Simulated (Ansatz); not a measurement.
Amorphous Si24O53P2, 79 atoms at 2.21 g/cm³, one PBE-relaxed geometry, zone centre. Methods: PBE, scalar-relativistic without spin-orbit coupling (Ansatz, a quantum-chemistry and plane-wave program); r2SCAN, scalar-relativistic without spin-orbit coupling (Ansatz); HSE06, scalar-relativistic without spin-orbit coupling (Ansatz). Plane waves to 420 eV (r2SCAN 500 eV); exact exchange is cut at the cell's faces. At PBE the levels at the filled edge of the gap are localised (band-tail or defect states), and the nearest spread-out levels lie 5.6 eV apart at the zone centre. The higher rungs were started with moments on some atoms, which died out.

It comes from a melt-quench run on a machine-learned potential (CHGNet), relaxed afterwards by DFT. O atoms were pushed apart under 1.9 Å during the dynamics, to hinder bonds among them. The hot cell started wider than the set density and was brought back towards it in steps. It is the lowest in DFT energy of 2 quenches. It is a model cell: composition and starting density were chosen by hand, and all elements were melted together. No dispersion term was used. Its density started from a set value of 2.21 and ended at 2.21 g/cm³. The quench (nominally 320 K/ps over its main leg) was far faster than any real one, so the model tends to hold more defects than a real film. One small periodic cell is one sample of the glass; other quenches scatter about these values. The volume was held where the preparation left it and the shape relaxed, at a PBE pressure of 0.4 GPa.

The relaxation ran on the zone centre alone. At PBE the level gap is 4.87 eV on a 2×2×2 Γ-centred mesh, and the spacing at the zone centre alone 4.87 eV.

What zone-centre spacing does r2SCAN give, roughly?

5.54 eV (+0.67 eV against PBE).

What zone-centre spacing does HSE06 give, roughly?

6.64 eV (+1.77 eV against PBE).

The highest filled and the lowest empty state spread over these numbers of atoms (participation numbers): PBE: 2.3 and 72.5; r2SCAN: 2.2 and 72.4; HSE06: 2.2 and 71.0.
